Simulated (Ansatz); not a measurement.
# BeTe: energy against strain

BeTe (zinc blende, F-43m, 22.627 Å³/atom at rest) under an equal strain ε in the (111) plane with the normal axis free, as in a coherent film. r2SCAN in Ansatz, a plane-wave DFT program (PAW, default set), 500 eV, 10×10×10 Γ-centred mesh, Fermi-Dirac smearing 0.05 eV; ions are relaxed within the symmetry of each cell.

Here s stands for strain and y for E less E0.

```csv
strain (%),E less E0 (meV/atom)
-2.50,?
-1.25,3.30
-0.83,1.45
-0.42,0.37
0.00,0.00
0.42,0.35
0.83,1.36
1.25,3.06
```

### Question
Using a parabola, estimate the missing y at s = -2.50 from the other rows, showing the fit.

### Answer
Least squares gives y = 0.001 - 0.0789·s + 2.0348·s². Residuals (row less fit): 0.021, -0.018, -0.023, -0.001, 0.023, 0.023, -0.022; standard error 0.027 (degrees of freedom: 4). Twice the quadratic coefficient over the volume, 2 × 2.0348 meV × 10⁴ × 0.1602 / 22.627 Å³, is twice the biaxial elastic modulus of this plane = 288 ± 2 GPa. At the withheld row, y = 0.001 - 0.0789 × (-2.50) + 2.0348 × (-2.50)² = 12.916 meV/atom. The calculation gives 13.56 meV/atom, 0.644 meV/atom above the prediction (4.7 % of the range of y in the table). The row lies outside the fitted rows, so this is an extrapolation. From the scatter of the fitted rows alone, a prediction at this place has a standard error of 0.102 meV/atom, so the miss is 6.3 times that.

One order more, fitted to all 13 runs of the series, follows each within 0.01, so the miss is the next term of a smooth law. Rows are the converged runs of the series near zero and its far end; series whose fitted rows scatter by over a few per cent of the range, as at a crossing or softening among them, aren't shown in this form. Most that stay on the fit to the last digits aren't either.
